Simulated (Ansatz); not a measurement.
Results of G0W0@HSE06 (plane waves, hard PAW, contour deformation; Ansatz, a program for electronic structure) for antifluorite Be₂C.

The cell has the measured lattice parameters. Conventional cell: a = 4.3400 Å, b = 4.3400 Å, c = 4.3400 Å, α = 90.00°, β = 90.00°, γ = 90.00°.

One run with a 10×10×10 mesh, response cutoff 100 eV and 85 empty bands, not extrapolated in mesh or basis; no spin–orbit coupling.

Highest filled and lowest empty level by k point (fractions of the reciprocal vectors of the cell (0.000 2.170 2.170) (2.170 0.000 2.170) (2.170 2.170 0.000) Å; eV from the valence maximum of each method):

```tsv
k	HSE06 filled	HSE06 empty	QP filled	QP empty
0 0 0	0.00	5.11	0.00	5.46
0 0 -0.5	-2.00	6.01	___	___
0 0.1 -0.4	-2.10	6.15	___	___
0 0.2 0.4	-3.34	5.04	___	___
0 0.3 -0.5	-4.35	4.01	___	___
0 0.3 -0.4	-3.94	4.66	___	___
0.1 0.2 0.3	-1.35	6.34	___	___
0.1 0.3 -0.4	-4.22	5.59	___	___
```

Q: What belongs in the gaps?

A: 
- 0 0 -0.5, QP filled: -2.03
- 0 0 -0.5, QP empty: 6.30
- 0 0.1 -0.4, QP filled: -2.14
- 0 0.1 -0.4, QP empty: 6.43
- 0 0.2 0.4, QP filled: -3.40
- 0 0.2 0.4, QP empty: 5.27
- 0 0.3 -0.5, QP filled: -4.39
- 0 0.3 -0.5, QP empty: 4.24
- 0 0.3 -0.4, QP filled: -3.98
- 0 0.3 -0.4, QP empty: 4.89
- 0.1 0.2 0.3, QP filled: -1.38
- 0.1 0.2 0.3, QP empty: 6.65
- 0.1 0.3 -0.4, QP filled: -4.28
- 0.1 0.3 -0.4, QP empty: 5.83

Note: GW on a hybrid start was not checked against another program; cell and atoms aren't relaxed at this level.
